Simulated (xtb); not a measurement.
xtb 6.7.1, GFN1-xTB: C[Si](O)(O)O[SiH2][O][Al]([OH])[OH], 19 atoms. The geometry is a generated start, not checked to be a minimum at this level.

method: GFN1-xTB
--acc: 1 (default)
--etemp (K): 300 (default)
detailed input (--input): none: ANC optimiser, Lindh (1995) Hessian, microcycle=20, maxdispl=1.0, hlow=0.01 (default)
basis functions: 76
valence electrons: 60

```xyz
19

Si    -1.4221     0.0642     0.4822
C     -3.2782     0.3405     0.2698
O     -1.0324    -0.7594     1.8404
O     -0.7068     1.5030     0.5601
O     -0.9302    -0.8432    -0.7977
Si     0.3519    -1.1276    -1.7241
O      1.7199    -0.5365    -1.0695
Al     2.7589     0.3052    -0.0698
O      4.3370    -0.1334     0.1711
O      2.1387     1.6423     0.6981
H     -3.4829     1.0728    -0.5024
H     -3.7894    -0.5779    -0.0020
H     -3.7124     0.7052     1.1938
H     -1.2666    -1.6800     1.9167
H      0.2560     1.5439     0.5979
H      0.1736    -0.4451    -3.0006
H      0.5115    -2.5799    -1.7517
H      4.9376    -0.8100    -0.1109
H      2.4359     2.3159     1.2988
```

The structure is relaxed from this start with --opt LEVEL for the levels crude, sloppy, loose, lax, normal, tight, vtight, extreme, once each. Up to the end of the extreme run atoms move by at most 1.0 Å along an axis.

Choose the cheapest level whose final energy lies within 5 meV of that of extreme.

loose: 29 cycles against 59, ending 3.6 meV above.

```json
[
 {"level": "crude", "cycles": "9", "energy above the extreme run (meV)": "78", "gradient norm (eV/Å)": "0.49"},
 {"level": "sloppy", "cycles": "18", "energy above the extreme run (meV)": "22", "gradient norm (eV/Å)": "0.30"},
 {"level": "loose", "cycles": "29", "energy above the extreme run (meV)": "3.6", "gradient norm (eV/Å)": "0.13"},
 {"level": "lax", "cycles": "32", "energy above the extreme run (meV)": "1.8", "gradient norm (eV/Å)": "0.13"},
 {"level": "normal", "cycles": "37", "energy above the extreme run (meV)": "0.43", "gradient norm (eV/Å)": "0.030"},
 {"level": "tight", "cycles": "42", "energy above the extreme run (meV)": "0.16", "gradient norm (eV/Å)": "0.017"},
 {"level": "vtight", "cycles": "53", "energy above the extreme run (meV)": "0.011", "gradient norm (eV/Å)": "0.015"},
 {"level": "extreme", "cycles": "59", "energy above the extreme run (meV)": "—", "gradient norm (eV/Å)": "0.014"}
]
```
